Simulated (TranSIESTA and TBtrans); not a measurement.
Junction: In chain with one O atom inserted. Leads: straight In chain, spacing 2.755 Å. Geometry: 3 atoms about the centre moved by SIESTA (PBE, DZP) to a largest force of 0.01 eV/Å, all others as built, motion along the axis alone. Transport runs along z; the first 4 and the last 4 of the 15 atoms are the lead cells, repeated to infinity.

```xyz
15
Lattice="9.000 0.000 0.000 0.000 9.000 0.000 0.000 0.000 40.015" Properties=species:S:1:pos:R:3 pbc="F F T"
In     4.500     4.500     0.000
In     4.500     4.500     2.755
In     4.500     4.500     5.510
In     4.500     4.500     8.265
In     4.500     4.500    11.020
In     4.500     4.500    13.775
In     4.500     4.500    16.629
O      4.500     4.500    18.618
In     4.500     4.500    20.612
In     4.500     4.500    23.485
In     4.500     4.500    26.240
In     4.500     4.500    28.995
In     4.500     4.500    31.750
In     4.500     4.500    34.505
In     4.500     4.500    37.260
```
Starting moments (μB): atom 8 +0.5.

Run with TranSIESTA and TBtrans (open boundaries, self-consistent; PseudoDojo norm-conserving potentials, scalar-relativistic): Spin polarized, PAO.BasisSize DZP, PAO.EnergyShift 0.15 eV, XC.Authors PBE, Mesh.Cutoff 200 Ry, ElectronicTemperature 300 K, TS.Voltage 0.0 eV, TBT.Elecs.Eta 0.001 eV.

Energies count from the leads' Fermi level. Transmissions are for each spin. The energy step is 0.01 eV; narrower resonances are cut or missed.

```tsv
E (eV)	T up	T down
-0.20	0.645	0.644
-0.15	0.753	0.753
-0.10	0.851	0.854
-0.05	0.914	0.920
0.00	0.940	0.948
0.05	0.938	0.946
0.10	0.920	0.926
0.15	0.894	0.899
0.20	0.866	0.870
```

Problem. Give the zero-bias conductance in μS and the resistance at 300 K.

Solution. At the Fermi level the mean of both spins is (0.940 + 0.948)/2 = 0.944. Averaged with −∂f/∂E over the full grid (kT = 25.9 meV) it is 0.932. With G0 = 2e²/h = 77.48 μS, G = 72.2 μS and R = 1/G = 13.9 kΩ.

Problem. The eigenchannels at the Fermi level (both spins) transmit 0.529, 0.205, 0.205, 0.530, 0.209, 0.209. What Fano factor of the shot noise follows at low temperature and bias?

Solution. F = Σ τ(1 − τ)/Σ τ = 1.15/1.89 = 0.61.

Moments were seeded on the central atoms alone, and one start was tried. The straight chain is held at its spacing; free chains may zigzag or dimerise.
